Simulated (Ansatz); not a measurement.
Results of PBE0 (plane waves, PAW; Ansatz, a first-principles code) for SrO (P6₃/mmc, No. 194, 4 atoms in the cell; start mp-754824; a measured phase of this formula has another space group).

The input as run:

Ansatz 0.2 input:
```yaml
crystal:
  lattice:
    - [4.2357962598, 0.0, 0.0]
    - [-2.1178981299, 3.6683071663, 0.0]
    - [0.0, 0.0, 5.1089748793]
  atoms:
    - { symbol: Sr, position: [0.3333333333, 0.6666666667, 0.9375064907] }
    - { symbol: Sr, position: [0.6666666667, 0.3333333333, 0.4375064907] }
    - { symbol: O, position: [0.3333333333, 0.6666666667, 0.4374935093] }
    - { symbol: O, position: [0.6666666667, 0.3333333333, 0.9374935093] }
basis:
  ecutwfc: 460
  ecutrho_ratio: 4
  xc_grid: 2
kpoints:
  mp_grid: { grid: [9, 9, 6] }
hamiltonian:
  xc: pbe0
  dispersion: none
  pseudopotentials: { kind: paw }
scf:
  occupations: { method: fermi_dirac, width: 0.01 }
  convergence: { dr2_threshold: 0.0000000004 }
output:
  forces: true
  stress: true
  eigenvalues: true
```

Problem. How many irreducible k-points, plane waves at Γ does the program set up, and what pressure does the run end with?

Solution. 48 irreducible k-points, 1811 plane waves at Γ; P = 1.43 GPa, so the cell is compressed on average and its volume would grow at this level.

Output (set-up and result lines):

```
WARN the atoms were moved onto the symmetric positions of the space group found under crystal.symmetry.tolerance 1.0e-5 (fractional …
WARN output.stress: scf.exx.energy_threshold = 1e-6 eV is looser than the 4e-8 eV advised for a stress under a hybrid functional (1e-8 eV for each atom of the …
Crystal: 4 atoms, lattice volume = 79.384 Å³
Basis set: ecut = 460 eV, 1811 PW (Γ), exchange–correlation on 60×60×72 points (8 copies of the dense FFT grid, shifted against one another)
Bands: 20, of which v1, the nominal top of the filled ones, is band 16 counted from 1 (15 counted from 0)
Symmetry: 24 space group operations
Space group: P63/mmc (ITA 194), of the structure as read, at distance tolerance 4.3e-5 Å
k-points: 48 of 486
Functional: x = pbe(κ = 0.804, μ = 0.2195149727645171), c = pbe(β = 0.06672455060314922), warm-up for x = 0.75 pbe(κ = 0.804, μ = 0.2195149727645171) + 0.25 exact, c = pbe(β = 0.06672455060314922)
SCF iter   1: F=—  HF=-8229.032563 eV  |F-HF|=—  |Δ(HF+E_count)|=         —  Δρ=1.15e-3  dr2=8.26e-4
SCF iter   2: F=—  HF=-8229.034672 eV  |F-HF|=—  |Δ(HF+E_count)|=   2.11e-3  Δρ=1.19e-3  dr2=8.26e-4
  ...
Crystal: 4 atoms, lattice volume = 79.384 Å³
Initial density: handed on by an earlier stage of this run
Functional: x = 0.75 pbe(κ = 0.804, μ = 0.2195149727645171) + 0.25 exact, c = pbe(β = 0.06672455060314922)
Crystal: 4 atoms, lattice volume = 79.384 Å³
SCF iter   5: F=—  HF=-8233.502919 eV  |F-HF|=—  |Δ(HF+E_count)|=   5.35e-9  Δρ=7.02e-7  dr2=4.43e-10
SCF iter   6: F=-8233.502919 eV  HF=-8233.502919 eV  |F-HF|=1.82e-12  |Δ(HF+E_count)|=  6.73e-11  Δρ=7.60e-8  dr2=3.40e-11
SCF 3 converged in 6 iterations: F = -8233.502919 eV  dr2 = 3.40e-11
Free energy (F): -8233.502919 eV
Internal energy: -8233.502919 eV  (E = F + TS)
E sigma→0 (E₀):  -8233.502919 eV
Fermi energy:    7.201014 eV
--- Stress (GPa, compression-positive) ---
        1.420217      -0.000000       0.000000
        0.000000       1.420217       0.000000
        0.000000       0.000000       1.441498
  P = ⅓ Tr σ = 1.4273 GPa (14.273 kbar)
```

The PAW data were made under PBE.

Note: cell and atoms aren't relaxed at this level (pressure 1.4 GPa).

It cost around 6 core-minutes (rough) of CPU time.

A start named mp-… is a Materials Project structure, which need not be a measured phase.
